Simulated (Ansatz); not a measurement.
H on the 1x1 (110) surface of bcc Ta, one in a 2x2 cell: adsorption energies (eV for each) against ½ H2(g) in Ansatz (plane waves, PAW). Structures relaxed with PBE; the other functionals are single points on them, with slab and gas at the same level. No dispersion, zero-point or thermal terms. Rows are starts at which the adsorbate stayed.

Model: 17-atom slab, 6.8 Å thick at the start under the adsorbate (thin: gaps and levels are the slab's own), 5x5x1 mesh, Fermi-Dirac 0.1 eV, dipole correction, 8 atoms held, the rest relaxed; each run with such symmetry as its start has; no spin, no spin-orbit, no U, no dispersion correction.

| site | PBE | RPBE | r2SCAN |
|---|---|---|---|
| top Ta | 0.26 | 0.32 | ? |
| hollow Ta-Ta-Ta | -0.97 | -0.85 | ? |
| bridge Ta-Ta (span 2.9 Å) | -0.71 | -0.60 | ? |
| bridge Ta-Ta (span 3.3 Å) | -0.82 | -0.71 | ? |

Task: What belongs in the gaps?

Result: 
- top Ta, r2SCAN: 0.24
- hollow Ta-Ta-Ta, r2SCAN: -1.10
- bridge Ta-Ta (span 2.9 Å), r2SCAN: -0.80
- bridge Ta-Ta (span 3.3 Å), r2SCAN: -0.94

RPBE moves the energies by 0.10 eV on average against PBE and puts 'hollow Ta-Ta-Ta' lowest, as PBE does. r2SCAN moves the energies by -0.09 eV on average against PBE and puts 'hollow Ta-Ta-Ta' lowest, as PBE does.

Ansatz is a program for electronic structure.
